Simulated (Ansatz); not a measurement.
**Response to strain in hypothetical cubic perovskite RbHgI3**

The parent structure is RbHgI3 in the cubic perovskite structure (space group Pm-3m, No. 221; a = 5.903 Å; a hypothetical phase, not in the database extracts checked). Axes: x, y, z lie along the cube axes.

Strains are applied to the cell and any free atomic positions relax; under biaxial strain the out-of-plane vector relaxes too.

Level of theory: plane-wave PAW DFT at the PBEsol level (Ansatz, an electronic-structure program, 420 eV), scalar-relativistic without spin-orbit coupling.

Notes on the quantities. pressure: mean of the normal stresses, compression positive.

```json
[
 {"case": "base", "pressure": "0.0 GPa", "shortest interatomic distance": "2.951 Å"},
 {"case": "biaxial strain +0.48 %, plane normal [001], relaxed out of plane", "pressure": "-0.1 GPa", "shortest interatomic distance": "2.941 Å"},
 {"case": "biaxial strain +0.39 %, plane normal [110], relaxed out of plane", "pressure": "-0.1 GPa", "shortest interatomic distance": "2.951 Å"},
 {"case": "isotropic strain −4.32 %", "pressure": "4.3 GPa", "shortest interatomic distance": "2.824 Å"},
 {"case": "isotropic strain +5.98 %", "pressure": "-2.4 GPa", "shortest interatomic distance": "3.128 Å"},
 {"case": "uniaxial strain ε_yy = +4.13 %", "pressure": "-0.8 GPa", "shortest interatomic distance": "2.951 Å"},
 {"case": "tensor shear ε_yz = −2.06 %", "pressure": "0.0 GPa", "shortest interatomic distance": "2.951 Å"}
]
```

Without a gap, meshes like the base's 8×8×8 leave anisotropic stresses uncertain by several tenths of a GPa, and small strain energies with them. Whether these cells are dynamically stable was not tested. The final runs are not spin-polarised. Many cubic perovskites are stable only at high temperature; tilts and polar distortions were not tested.
